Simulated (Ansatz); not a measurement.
# BeS, response to strain

Base system: BeS in the zinc blende structure (space group F-43m, No. 216; a = 4.869 Å). Axes: x, y, z lie along the cube axes.

Strains are applied to the cell and any free atomic positions relax; under biaxial strain the out-of-plane vector relaxes too.

Computed with Ansatz (a program for electronic structure) r2SCAN, spin-orbit coupling left out.

```json
[
 {"biaxial strain, plane normal [111], relaxed out of plane (%)": "-2.5", "out-of-plane strain (%)": "0.94"},
 {"biaxial strain, plane normal [111], relaxed out of plane (%)": "-2.08", "out-of-plane strain (%)": "0.78"},
 {"biaxial strain, plane normal [111], relaxed out of plane (%)": "-1.67", "out-of-plane strain (%)": "0.62"},
 {"biaxial strain, plane normal [111], relaxed out of plane (%)": "-1.25", "out-of-plane strain (%)": "?"},
 {"biaxial strain, plane normal [111], relaxed out of plane (%)": "-0.83", "out-of-plane strain (%)": "0.31"},
 {"biaxial strain, plane normal [111], relaxed out of plane (%)": "-0.42", "out-of-plane strain (%)": "0.15"},
 {"biaxial strain, plane normal [111], relaxed out of plane (%)": "0", "out-of-plane strain (%)": "0.00"}
]
```

Problem. Fit ε⊥ = −νε + γε² (strains in %) to the rows shown and predict the withheld row.

Solution. Least squares on the printed values gives ν = 0.37 (the biaxial Poisson response) and γ = 0.004 (largest residual 0.00 %); this predicts 0.46 %, and the run gives 0.46 %, in agreement.

Stability against distortions was not tested.
